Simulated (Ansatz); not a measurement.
Short convergence ladders for the (001) slab of GePd (cut from a parent of space group no. 62; 8 atoms in the cell)

```xyz
8
Lattice="5.7662 0.0000 0.0000 0.0000 3.5386 0.0000 0.0000 0.0000 19.3004" Properties=species:S:1:pos:R:3 pbc="T T T"
Ge     4.6972     2.6540    10.1387
Ge     1.0691     0.8847     9.1618
Ge     3.9522     0.8847     7.0000
Ge     1.8141     2.6540    12.3004
Pd     5.7444     2.6540     7.7105
Pd     0.0218     0.8847    11.5900
Pd     2.9049     0.8847    10.8491
Pd     2.8613     2.6540     8.4513
```

Base method: PBEsol, default PAW files made with PBE (plane waves; Ansatz, an electronic-structure program).

Base settings: basis.ecutwfc = 420 eV; kpoints.mp_grid.grid = 3 7 1; hamiltonian.xc = pbesol; hamiltonian.pseudopotentials = {kind: paw} (the program's default PAW files); scf.occupations.method = gaussian; scf.occupations.width = 0.1 eV.

The count of work is k-points × plane waves × bands × iterations; it is no time. 

**The vacuum**

The mesh stays at the base's, so the ladder's end is converged at best in this setting alone.

Only quantities that move along the ladder and can be compared are tabulated.

| vacuum between outermost atoms (Å) | free energy less the last step's (meV/atom) | largest difference of a force vector from the last step's (eV/Å) | count of work / last |
|---|---|---|---|
| 3.0 | -92.99 | 0.458 | 0.23 |
| 4.0 | -23.45 | 0.079 | 0.26 |
| 5.0 | -5.25 | 0.021 | 0.29 |
| 6.0 | -1.17 | 0.008 | 0.32 |
| 7.0 | -0.24 | 0.003 | 0.35 |
| 8.0 | -0.04 | 0.001 | 0.37 |
| 10.0 | 0.00 | 0.000 | 0.43 |
| 12.0 | 0.00 | 0.000 | 0.49 |
| 14.0 | 0.00 | 0.000 | 0.55 |
| 17.0 | 0.00 | 0.000 | 0.63 |
| 20.0 | 0.00 | 0.000 | 0.72 |
| 25.0 | 0.00 | 0.000 | 0.86 |
| 30.0 | 0.00 | 0.000 | 1.0 |

Smallest vacuum between outermost atoms (Å) that holds the free energy within 0.5 meV/atom of the last step, with all finer ones: 7.0, at 0.35 of the last step's count of work; the step before is off by 1.2 meV/atom.

Smallest vacuum between outermost atoms (Å) that holds the forces within 0.01 eV/Å of the last step, with all finer ones: 6.0, at 0.32 of the last step's count of work; the step before is off by 0.021 eV/Å.

**The plane-wave cutoff**

The mesh stays at the base's, so the ladder's end is converged at best in this setting alone.

Only quantities that move along the ladder and can be compared are tabulated.

```tsv
basis.ecutwfc	free energy less the last step's (meV/atom)	largest difference of a force vector from the last step's (eV/Å)	count of work / last
210 eV	7127.93	0.531	0.15
250 eV	1580.23	0.097	0.18
295 eV	219.65	0.052	0.23
355 eV	8.68	0.005	0.27
420 eV	1.98	0.001	0.35
505 eV	0.62	0.001	0.47
630 eV	0.25	0.000	0.65
840 eV	0.00	0.000	1.0
```

Coarsest basis.ecutwfc that holds the forces within 0.02 eV/Å of the last step, with all finer ones: 355 eV, at 0.27 of the last step's count of work; the step before is off by 0.052 eV/Å.

Coarsest basis.ecutwfc that holds the free energy within 5 meV/atom of the last step, with all finer ones: 420 eV, at 0.35 of the last step's count of work; the step before is off by 8.7 meV/atom.

On the base run: the starting cell comes from a database of computed structures (which also holds hypothetical and non-ambient phases and stackings), without a prior relaxation at this level. The slab is cut from that crystal, and its faces are unrelaxed. Its lattice was rescaled by up to half a per cent. Spin polarisation is off. Without a gap this mesh is coarse (it stands for a supercell whose shortest in-plane vector is 17 Å).

Left out of this page: 1 run of the series outside the window shown, repeating another row's setting, or not comparable.

Keys are those of Ansatz 0.2.
